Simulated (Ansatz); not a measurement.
For PdGe₂ (model structure, started from the MoSi2 type, I4/mmm, No. 139, 3 atoms in the cell), PBE in Ansatz (plane waves, PAW) gives:

```
Item                                    Result
------------------------------  --------------
equilibrium lattice constant a         3.518 Å
c axis length                          8.340 Å
enthalpy of formation           -0.066 eV/atom
```

What does PBE-D3(BJ) in Ansatz (plane waves, PAW) give for the same quantities?


- lattice constant a: 3.463 Å (shrinks by 1.6 %)
- lattice parameter c: 8.251 Å (decreases by 1.1 %)
- formation enthalpy: -0.109 eV/atom (moves by -0.043 eV/atom)

Changes are worked out from the printed values.

Unless a cell is named, each level is at its own relaxed cell (PBE 17.20, PBE-D3(BJ) 16.49 Å³/atom).

Ansatz's density-functional and Hartree–Fock values are scalar-relativistic unless marked +SOC, with PAW data made under PBE.

A model structure was made by putting elements into a prototype or built by hand; it is no filed structure, need not be a known phase, and can be a saddle point held by its symmetry.

Ansatz is a quantum-chemistry and plane-wave program.
